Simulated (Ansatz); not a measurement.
**KF (Pm-3m, No. 221, 2 atoms in the cell; start mp-8454; a measured phase of this formula has another space group)**

Method: r²SCAN (Ansatz, a program for electronic structure, PAW).

Settings: plane-wave cutoff 560 eV, 10×10×10 k mesh, Fermi–Dirac smearing 0.01 eV, scalar-relativistic PAW data made under PBE.

Cell (relaxed with PBEsol):

```cif
data_FK
_chemical_formula_sum 'K1 F1'
_space_group_name_H-M_alt 'Pm-3m'
_space_group_IT_number 221
_space_group_name_Hall '-P 4 2 3'
_cell_length_a 3.17602
_cell_length_b 3.17602
_cell_length_c 3.17602
_cell_angle_alpha 90.000
_cell_angle_beta 90.000
_cell_angle_gamma 90.000
loop_
_atom_site_label
_atom_site_type_symbol
_atom_site_symmetry_multiplicity
_atom_site_Wyckoff_symbol
_atom_site_fract_x
_atom_site_fract_y
_atom_site_fract_z
_atom_site_occupancy
K1 K 1 a 0.00000 0.00000 0.00000 1
F1 F 1 b 0.50000 0.50000 0.50000 1
```

```
Quantity                                                 Result
-------------------------------------------  ------------------
band gap                                     7.75 eV (indirect)
smallest direct gap on the k points sampled             7.78 eV
```

Static lattice: no zero-point or thermal effects.

The result took roughly 9 core-seconds.

A start named mp-… is a Materials Project structure, which need not be a measured phase.
